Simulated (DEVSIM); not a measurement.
abrupt Si p-n junction

Structure: abrupt Si p-n junction, at 300 K.

```
layer (left to right)  material  thickness (μm)  Nd (cm⁻³)  Na (cm⁻³)  τn (s)  τp (s)
---------------------  --------  --------------  ---------  ---------  ------  ------
1                            Si            1.50          -     9.7e15  2.3e-5  2.3e-5
2                            Si            17.0     3.7e16          -  2.3e-5  2.3e-5
```

Left contact: ohmic. Right contact: ohmic. Voltage is applied to the left contact. Recombination: SRH at mid-gap, radiative. Mobility is μmin + (μ − μmin)/(1 + (N/Nref)^α).

This is a model device: material constants are rounded textbook-type values typed into the input, and sizes, dopings and lifetimes were drawn at random. Values at 300 K.

```csv
parameter,Si
gap (eV),1.124
affinity (eV),4.05
permittivity,11.7
Nc (cm⁻³),2.86e19
Nv (cm⁻³),3.1e19
μn (cm²/Vs),1417
μp (cm²/Vs),470
"μn,min",52
"μp,min",45
"Nref,n",9.7e16
"Nref,p",2.2e17
αn,0.68
αp,0.72
B (cm³/s),4.7e-15
```

DEVSIM, 1D drift-diffusion, Boltzmann statistics, complete ionisation; no tunnelling, impact ionisation, image-force lowering or self-heating.

```json
{
  "potential_step_across_the_device_at_zero_bias": "0.743 V",
  "largest_field_in_the_device_at_zero_bias": "41000 V/cm",
  "Dark forward voltage at 1 A/cm²": "0.558 V",
  "Dark forward voltage at 100 A/cm²": "0.713 V"
}
```

Dark reverse current:

```tsv
V (V)	J (A/cm²)
-0.40	-9.3e-10
-1.00	-1.4e-9
-2.00	-2.0e-9
-3.00	-2.5e-9
-4.00	-2.9e-9
-6.00	-3.7e-9
-8.00	-4.5e-9
-10.00	-5.2e-9
-13.00	-6.5e-9
-16.00	-8.5e-9
-20.00	-1.8e-8
```

Dark forward current:

```json
[
 {"V (V)": "0.05", "J (A/cm²)": "3.0e-9"},
 {"V (V)": "0.15", "J (A/cm²)": "1.6e-7"},
 {"V (V)": "0.25", "J (A/cm²)": "7.3e-6"},
 {"V (V)": "0.30", "J (A/cm²)": "5.0e-5"},
 {"V (V)": "0.40", "J (A/cm²)": "0.0023"},
 {"V (V)": "0.50", "J (A/cm²)": "0.11"},
 {"V (V)": "0.60", "J (A/cm²)": "4.7"},
 {"V (V)": "0.65", "J (A/cm²)": "25"},
 {"V (V)": "0.75", "J (A/cm²)": "180"},
 {"V (V)": "0.85", "J (A/cm²)": "460"},
 {"V (V)": "0.95", "J (A/cm²)": "840"},
 {"V (V)": "1.00", "J (A/cm²)": "1100"},
 {"V (V)": "1.10", "J (A/cm²)": "1600"},
 {"V (V)": "1.20", "J (A/cm²)": "2300"}
]
```
